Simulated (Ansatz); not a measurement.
System: rock-salt TaC. Method: PBE0 in Ansatz (PAW).

Total energies, extrapolated to zero smearing (they compare only within this program, potentials and cutoff):

```csv
system,energy (eV/atom)
"rock-salt TaC, relaxed",-5091.3667
bcc Ta,-9930.2901
graphite,-250.9955
```

Problem. Work out the enthalpy of formation per atom.

Solution. ΔH_f ≈ ΔE = -5091.3667 − [1 × (-9930.2901) + 1 × (-250.9955)]/2 = -0.724 eV/atom (0 K, no vibrations). The reference value is -0.747 eV/atom (measured, 298 K, copied from a table, unchecked, no zero-point or thermal correction; as tabulated in Wang et al. (2021), doi:10.1038/s41598-021-94550-5), a difference of +0.023 eV/atom.

Spin–orbit coupling, which matters for such heavy atoms, is left out.

The PAW data were made under PBE.

Ansatz is a quantum-chemistry and plane-wave program.
